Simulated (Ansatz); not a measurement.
## HfN under load (space group Fm-3m): band-structure transport figures

Data:

```
HfN
1.0
    0.00000     2.22638     2.22638
    2.22638     0.00000     2.22638
    2.22638     2.22638     0.00000
Hf N
1 1
Direct
  0.00000   0.00000   0.00000
  0.50000   0.50000   0.50000
```

Level of theory: PBEsol, rigid bands (plane waves, PAW, scalar-relativistic; Ansatz, a first-principles code). Condition of this run: hydrostatic pressure 10 GPa (the target of the relaxation). Geometry: cell and atoms relaxed with PBEsol, then loaded as said.

| Property | Result |
|---|---|
| density of states at the Fermi level | 0.579 states/(eV·cell), both spins |
| bare Sommerfeld coefficient | 0.68 mJ/(mol of atoms·K²) |
| Drude plasma energy | 9.6 eV |
| root-mean-square Fermi velocity | 1.2e6 m/s |
| resistivity times τ | 5.4 ×10⁻²² Ω·m·s |

A metal at this level (no band gap); rigid bands, thermally averaged at 300 K, both spins. Spin-orbit coupling is left out, which matters with elements this heavy. τ is one relaxation time for all states.
